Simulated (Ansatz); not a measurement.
Name crystals whose resistivity times mean free path lies between 18.3 and 29 ×10⁻¹⁶ Ω·m² and whose density of states at the Fermi level per atom lies between 0.95 and 1.48 states/eV, by PBEsol, rigid bands (Ansatz, an electronic-structure program).

Many crystals can fit; among those computed here:
- Ba (Im-3m): 23 ×10⁻¹⁶ Ω·m², 1.18 states/eV

Metals at this level; values at 300 K, both spins, means over directions. As a rough test of the mesh, the Fermi surface's area from every second k point differs by up to 4 %. The product of resistivity and mean free path takes one path for all states. Spin-orbit coupling is left out.
